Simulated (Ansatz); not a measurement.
Start from GaS in the beta-GaS type structure (space group P6_3/mmc, No. 194; a = 3.5342 Å, c = 15.0389 Å; layered, stacked along the Cartesian z axis). Axes: x lies along a and z along c of the hexagonal cell.

Modification: the cell is stretched by 5.80 % along x with no lateral relaxation; the atoms relax in the strained cell.

Levels (all Ansatz, a quantum-chemistry and plane-wave program, PAW): PBEsol-D3(BJ) (420 eV, spin-orbit coupling left out); PBEsol+SOC (420 eV, noncollinear with spin-orbit coupling).

The geometry is relaxed with PBEsol-D3(BJ).

| Item | Result |
|---|---|
| PBEsol-D3(BJ) band gap | 0.90 eV |
| PBEsol-D3(BJ) hole mass | 1.4 mₑ along x, 2.5 mₑ along y, 0.12 mₑ along z (at Γ) |
| PBEsol-D3(BJ) width of the top valence band | 2.11 eV |

**Question.** How does going to PBEsol+SOC change the band gap, hole mass and width of the top valence band?

**Answer.** The band gap is still 0.90 eV; the hole mass becomes 1.4 mₑ along x, 2.4 mₑ along y, 0.12 mₑ along z (at Γ) (PBEsol-D3(BJ): 1.4 mₑ along x, 2.5 mₑ along y, 0.12 mₑ along z (at Γ)); the width of the top valence band stays 2.11 eV.

Single points use the geometry relaxed with PBEsol-D3(BJ). The spin-orbit shifts are approximate. Masses are band curvatures over ±0.01 Å⁻¹ around the edge. Stability against distortions was not tested.
